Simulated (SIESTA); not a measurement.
How a calculation on K2LiTaCl6 (Fm-3m, 10 atoms in the cell) responds to its settings

```yaml
crystal:
  lattice:
    - [0.00000, 5.12761, 5.12761]
    - [5.12761, 0.00000, 5.12761]
    - [5.12761, 5.12761, 0.00000]
  atoms:
    - { symbol: K, position: [0.75000, 0.75000, 0.75000] }
    - { symbol: K, position: [0.25000, 0.25000, 0.25000] }
    - { symbol: Li, position: [0.50000, 0.50000, 0.50000] }
    - { symbol: Ta, position: [0.00000, 0.00000, 0.00000], spin: 1.0 }
    - { symbol: Cl, position: [0.75441, 0.24559, 0.24559] }
    - { symbol: Cl, position: [0.24559, 0.75441, 0.75441] }
    - { symbol: Cl, position: [0.24559, 0.75441, 0.24559] }
    - { symbol: Cl, position: [0.75441, 0.24559, 0.75441] }
    - { symbol: Cl, position: [0.24559, 0.24559, 0.75441] }
    - { symbol: Cl, position: [0.75441, 0.75441, 0.24559] }
```
(The spins are starting values, not results.)

Base run A: GGA PBEsol, numerical atomic orbitals DZP, PseudoDojo PBEsol standard norm-conserving potentials (rewritten from UPF to PSML) (SIESTA 5.4.2), self-consistent single point.

Its settings: XC.functional = GGA; XC.authors = PBEsol; potentials = PseudoDojo PBEsol standard; PAO.BasisSize = DZP; PAO.EnergyShift = 0.01 Ry; MeshCutoff = 400 Ry; kgrid.MonkhorstPack = 3 3 3; OccupationFunction = MP; OccupationMPOrder = 0; ElectronicTemperature = 0.2 eV; Spin = polarized; PAO.Polarization.NonPerturbative = true; MaxSCFIterations = 150; SCF.Mixer.Method = Pulay; SCF.Mixer.Weight = 0.1; SCF.Mixer.History = 6; SCF.DM.Tolerance = 1.0E-05.

The starting cell comes from a database of computed structures (which also holds hypothetical and non-ambient phases and stackings), without a prior relaxation at this level. Its lattice was rescaled by a random factor within 2.5 % of one. With one magnetic atom in the cell only a parallel order is possible. Values carry the incompleteness of an atom-centred basis. In the base run, with a pressure of about -4 GPa the cell is away from its equilibrium volume at this level.

ΔF is the free energy per atom less that of run A. 

Run A gave: pressure (GPa) -3.89; largest force (eV/Å) 0.387; size of the net moment (μB/atom) 0.20; iterations 16.

Runs:
- B: MaxSCFIterations, SCF.Mixer.Weight = 300, 0.01
- C: MaxSCFIterations, SCF.Mixer.Weight = 300, 0.02
- D: MaxSCFIterations, SCF.Mixer.Weight = 300, 0.05
- E: MaxSCFIterations, SCF.Mixer.Weight = 300, 0.1
- F: MaxSCFIterations, SCF.Mixer.Weight = 300, 0.2
- G: MaxSCFIterations, SCF.Mixer.Weight = 300, 0.3
- H: MaxSCFIterations, SCF.Mixer.Weight = 300, 0.5

Q: Which runs reach the base run's state, and which is quickest in iterations?

A: Runs B, C, D, E, F, G, H reached the same state as A (within 1 meV/atom and 0.1 μB a site). The fewest iterations to that state were 11 (H); the most were 22.

```csv
run,ΔF (meV/atom),pressure (GPa),largest force (eV/Å),size of the net moment (μB/atom),iterations
A,0.00,-3.89,0.387,0.20,16
B,0.00,-3.89,0.387,0.20,22
C,0.00,-3.89,0.387,0.20,20
D,0.00,-3.89,0.387,0.20,16
E,0.00,-3.89,0.387,0.20,16
F,0.00,-3.89,0.387,0.20,12
G,0.00,-3.89,0.387,0.20,12
H,0.00,-3.89,0.387,0.20,11
```
